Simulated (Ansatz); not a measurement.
**A constructed model of the (0001) surface of hcp Hf, a pseudomorphic layer of Sc in the host's stacking (bottom of the slab: a bare face, its two planes held)**

Computed with PBE (plane waves to 420 eV, PAW; Ansatz, a program for electronic structure).

Model: 7-atom slab, 15.7 Å thick at the start, 13x13x1 mesh, Fermi-Dirac 0.1 eV, dipole correction, 2 atoms held, the rest relaxed; held to the start's symmetry, so lower structures may exist; no spin, no spin-orbit, no U. It is one candidate, not shown to be the stable structure of the face.

```
Quantity                                                      Result
-----------------------------  -------------------------------------
work function of the top face                                3.87 eV
energy released by relaxation                                0.28 eV
cost                           about 6 core-minutes (a rough figure)
```
